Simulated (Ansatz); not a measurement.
For P (model structure, started from the C4 type, I4₁32, No. 214, 4 atoms in the cell), PBEsol (Ansatz, an electronic-structure program, PAW) gives:

- lattice constant a: 6.029 Å
- bulk modulus B0: 42.7 GPa
- cohesive energy: 3.26 eV/atom

Task: What does r²SCAN in Ansatz (PAW) give for the same quantities?

Result: 
- lattice constant a: 5.994 Å (shrinks by 0.6 %)
- bulk modulus: 51.5 GPa (grows by 21 %)
- cohesive energy: 2.76 eV/atom (falls by 0.50 eV/atom)

Changes are worked out from the printed values.

Unless a cell is named, each level is at its own relaxed cell (PBEsol 27.39, r²SCAN 26.92 Å³/atom).

Caveats: the bulk modulus is −V dP/dV from two relaxed cells at ±2 % in volume (PBEsol, r²SCAN). Ansatz's density-functional and Hartree–Fock values are scalar-relativistic unless marked +SOC, with PAW data made under PBE.

A model structure was made by putting elements into a prototype or built by hand; it is no filed structure, need not be a known phase, and can be a saddle point held by its symmetry.
